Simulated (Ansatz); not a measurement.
**A computed series for BAs: element substitutions**

Consider BAs in the zinc blende structure (space group F-43m, No. 216; a = 4.784 Å).

Each row replaces one element on all its sites; cell and atoms are relaxed.

All numbers come from DFT with r2SCAN, PAW potentials and a 500 eV plane-wave cutoff in Ansatz (a program for electronic structure), scalar-relativistic without spin-orbit coupling.

| case | band gap | volume per atom | width of the top valence band | gap character |
|---|---|---|---|---|
| base | 1.38 eV | 13.69 Å³ | 5.41 eV | indirect, Γ → Γ–X (76 % along) |
| As → N | 5.00 eV | ___ | 6.70 eV | indirect, Γ → X |
| As → Br | 1.07 eV | ___ | 2.99 eV | indirect, W → X |
| B → Ga | 0.96 eV | 22.75 Å³ | 3.40 eV | direct at Γ |

Some entries are withheld; estimate them.


- As → N, volume per atom: 5.88 Å³
- As → Br, volume per atom: 28.17 Å³

No phonon test of stability was made. As relaxed here, BBr is a hypothetical phase, not in the database extracts checked.
